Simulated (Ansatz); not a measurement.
Effect of biaxial strain +0.50 %, plane normal [001], relaxed out of plane on Ge

Take Ge in the diamond structure (space group Fd-3m, No. 227; a = 5.674 Å) as the base. Axes: x, y, z lie along the cube axes.

It is then changed as follows: biaxial strain +0.50 %, plane normal [001], relaxed out of plane (Cartesian); in-plane vectors clamped, the third vector and the atoms free.

Calculations: r2SCAN/PAW in Ansatz (an electronic-structure program), spin-orbit coupling left out. Settings: 10×10×10 k-points, 0.05 eV Fermi–Dirac smearing.

```csv
quantity,base,changed,shift
space group,Fd-3m (No. 227),I4_1/amd (No. 141),–
shortest interatomic distance,2.457 Å,2.463 Å,+0.0054 Å
energy relative to the base (free energy F),0 meV/atom,+0.5 meV/atom,+0.5 meV/atom
band gap,0.36 eV,0.25 eV,-0.11 eV
gap character,direct at Γ,direct at Γ,–
"valence-band top at Γ (three highest levels, from the VBM)","0.00, 0.00, 0.00 eV","0.00, -0.07, -0.07 eV",–
out-of-plane strain,–,-0.34 %,–
mean in-plane stress (compression positive),–,-0.7 GPa,–
```

No phonon test of stability was made. The real Ge has an indirect gap at ambient pressure; r2SCAN orders its close-lying valleys differently. A zero or small gap of Ge under biaxial strain +0.50 %, plane normal [001], relaxed out of plane can be the functional's error rather than a property of the material. k-point labels follow each cell's own Brillouin zone.
